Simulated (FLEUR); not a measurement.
FLEUR run on HgSe (F-43m, 2 atoms in the cell): self-consistent single point.

Computed with LDA (Perdew-Zunger), all-electron FLAPW (FLEUR), scalar-relativistic valence.

```
CELL_PARAMETERS angstrom
      0.00000     3.04585     3.04585
      3.04585     0.00000     3.04585
      3.04585     3.04585     0.00000
ATOMIC_POSITIONS crystal
  Hg 0.00000 0.00000 0.00000
  Se 0.75000 0.75000 0.75000
```

Reference input (self-consistent single point, DFT, PBE, all-electron FLAPW (FLEUR), scalar-relativistic valence): Kmax = 4.3 1/bohr; GmaxXC = 12.9 1/bohr; xcFunctional = pbe; jspins = 1; l_soc = F; mode = hist; fermiSmearingEnergy = 0.00367493 Htr; mesh (inpgen div1-3) = 9 9 9; inpgen gamma flag = false; Gmax = 12.9 1/bohr; numbands = 0; maxIterBroyd = 40. This run's input differs from it in these lines:

```diff
@@ -14,2 +14,3 @@
 &comp jspins=1 /
+&exco xctyp='pz' /
 &kpt div1=9 div2=9 div3=9 /
@@ -26,3 +27,3 @@
       <coreElectrons ctail="T" frcor="F" kcrel="0" coretail_lmax="0"/>
-      <xcFunctional name="pbe" relativisticCorrections="F"/>
+      <xcFunctional name="pz" relativisticCorrections="F"/>
       <magnetism jspins="1"/>
```

Output, abridged:

```
 Iteration:     1   Distance:       9.43184357 me/bohr^3
 Iteration:     2   Distance:       8.66018837 me/bohr^3
 Iteration:     3   Distance:       4.60020762 me/bohr^3
 Iteration:     4   Distance:       1.20131265 me/bohr^3
 Iteration:     5   Distance:       0.91788489 me/bohr^3
   [... 5 lines left out ...]
 Iteration:    11   Distance:       0.00099697 me/bohr^3
 Iteration:    12   Distance:       0.00010708 me/bohr^3
 Iteration:    13   Distance:       0.00005303 me/bohr^3
 Iteration:    14   Distance:       0.00000633 me/bohr^3
 Run finished successfully
 Stop message:
   Structural relaxation: Done

[file out, last iteration]
             iter=     15
[...]
          total density-effective poten   -3.8672479911E+04
          total charge density-energy d   -4.4772615769E+02
 Updated energy parameters for spin:           1
[...]
 fermi energy and band-weighting factors:
    0.653761    0.699911    0.699911

[...]
FERMIE:
          first approx. to ef    (T=0)  :   0.178530 htr   (energy of the highest occ. eigenvalue)
          number of occ. states  (T=0)  :        935
          first approx. to seigv (T=0)  : -29.276797 htr
          sum of weights of occ. states :  17.000000
          sum of semicore charge        :   0.000000 e
FERHIS:  Fermi-Energy by histogram:
          bandgap                     :   0.000000 htr
   [... lines left out ...]
          charge neutrality (T=0)     :   0.000000    (zero if the highest occ. eigenvalue is "entirely" occupied)
     EF_NEWTON:  Adjust Fermi-Energy by Newton-Method.
 Direct bandgap for spin            1 :    2.1272405070253075E-002  Htr
 ---->    free energy=                    -22078.1718792677 htr
   [... lines left out ...]
      extrapolation for T->0
 ---->    total electron energy=          -22078.1718372387 htr
 ***** TOTAL FORCES ON ATOMS *****
 TOTAL FORCE FOR ATOM TYPE=  1  X=  0.000   Y=  0.000   Z=  0.000
                       FX_TOT= 0.000000 FY_TOT= 0.000000 FZ_TOT= 0.000000
 TOTAL FORCE FOR ATOM TYPE=  2  X= -2.878   Y= -2.878   Z= -2.878
                       FX_TOT= 0.000000 FY_TOT= 0.000000 FZ_TOT= 0.000000
 Structural relaxation: Done
```

The run converged in 14 iterations. FLEUR gives forces in its relaxation mode, with a further iteration, so its stop message speaks of a relaxation. 

The starting cell comes from a database of computed structures (which also holds hypothetical and non-ambient phases and stackings), without a prior relaxation at this level. Its lattice was rescaled by a random factor within 2.5 % of one. Spin-orbit coupling is off. Values depend on the basis (sphere radii, cutoffs, local orbitals), which need not be converged. No gap is read from this output. The log's line on a gap gives a spacing of levels on this mesh, which the program prints for metals too.

Cost on one core of a shared machine: roughly 4 min.
